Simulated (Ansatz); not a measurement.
Band structure of BaNiSn₃ (I4mm, 5 atoms in the cell).

```yaml
crystal:
  lattice:
    - [-2.42528, 2.42528, 5.51985]
    - [2.42528, -2.42528, 5.51985]
    - [2.42528, 2.42528, -5.51985]
  atoms:
    - { symbol: Ba, position: [0.00098, 0.00098, 0.00000] }
    - { symbol: Ni, position: [0.65982, 0.65982, 0.00000] }
    - { symbol: Sn, position: [0.25009, 0.75009, 0.50000] }
    - { symbol: Sn, position: [0.75009, 0.25009, 0.50000] }
    - { symbol: Sn, position: [0.42732, 0.42732, 0.00000] }
```

Method of the run: PBEsol, PAW files made with PBE (plane waves; Ansatz, a first-principles code).

Settings: basis.ecutwfc = 420 eV; kpoints.mp_grid.grid = 5 5 5; hamiltonian.xc = pbesol; hamiltonian.pseudopotentials = {kind: paw} (an earlier, softer set of the program's PAW files); scf.occupations.method = fermi_dirac; scf.occupations.width = 0.1 eV; kpoints.band_path.npoints = 8.

The starting cell comes from a database of computed structures (which also holds hypothetical and non-ambient phases and stackings), without a prior relaxation at this level. Its lattice was rescaled by a random factor within 2.5 % of one. Spin polarisation is off.

Levels in eV from the Fermi level, bands 32 to 39:
```tsv
point	32	33	34	35	36	37	38	39
Γ	-1.60	-1.19	-1.19	0.08	0.31	0.31	1.64	3.17
X	-1.68	-1.68	-1.28	-1.25	1.57	2.01	3.63	3.72
Y	-1.65	-1.59	-1.34	-1.04	1.48	1.93	3.02	3.38
S	-1.52	-1.50	-0.72	-0.37	0.36	0.89	1.74	2.08
Z	-1.58	-1.35	0.03	0.99	1.36	1.36	1.82	1.98
S1	-1.52	-1.50	-0.72	-0.37	0.36	0.89	1.74	2.08
N	-1.61	-1.37	-0.37	-0.22	0.01	0.92	1.03	1.45
P	-1.64	-1.39	-1.39	-1.23	0.83	2.53	2.53	4.16
Y1	-1.65	-1.59	-1.34	-1.04	1.48	1.93	3.02	3.38
```

Bands cross the Fermi level along this path, so the cell is metallic at this level.

Keys are those of Ansatz 0.2.
